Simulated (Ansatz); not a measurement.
```xyz
1
Lattice="11.0000 0.0000 0.0000 0.0000 11.0000 0.0000 0.0000 0.0000 3.2262" Properties=species:S:1:pos:R:3 pbc="T T T"
Cd     5.5000     5.5000     0.0000
```

Levels: PBE (plane waves to 420 eV, PAW; Ansatz, a quantum-chemistry and plane-wave program); Ansatz with PBE with spin-orbit coupling; r2SCAN (plane waves to 500 eV, PAW; Ansatz); HSE06 (Ansatz). Unmarked values and the geometry are of the first. Mesh 1×1×112. No spin polarisation. One-dimensional cell, images about 11 Å apart. A hypothetical model. Only distortions within the start's symmetry and period were free. Pairing along the axis, which can open a gap, is among the distortions not tried. HSE06 ran on a 1×1×6 mesh and at PBE's edge points. Buckling under compression is shut out by symmetry and the short period.

Problem. Give the properties of this body.

Solution. 
| Item | Value |
|---|---|
| PBE gap | 0.90 eV, direct at the zone edge |
| electron mass along the axis (PBE) | 0.046 mₑ |
| hole mass along the axis (PBE) | 0.052 mₑ |
| valence and conduction edges under the vacuum level (PBE) | 3.48 and 2.58 eV |
| PBE+SOC gap at this geometry | 0.89 eV |
| r2SCAN gap at this geometry | 0.89 eV |
| HSE06 gap at this geometry | 1.07 eV |
| axial stiffness dF/dε | 1.8 nN |
